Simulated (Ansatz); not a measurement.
Consider GaAs in the zinc blende structure (space group F-43m, No. 216; a = 5.603 Å). Axes: x, y, z lie along the cube axes.

Level of theory: plane-wave PAW DFT at the LDA level (Ansatz, a program for electronic structure, 420 eV), scalar-relativistic without spin-orbit coupling.

One thing is altered: a pure shear with ε_xy = ε_yx = 0.0114, atoms relaxed at fixed cell.

### Question
Predict the stress tensor and what it implies for the stiffness.

### Answer
Stress of the strained cell less that of the base (GPa, compression positive):
```
   0.03   -1.34    0.00
  -1.34    0.03    0.00
   0.00    0.00    0.00
```

Then −Δσ/γ with γ = 2ε = 0.0228 gives relaxed-ion elastic constants: C66 ≈ 59 GPa.

No phonon test of stability was made.
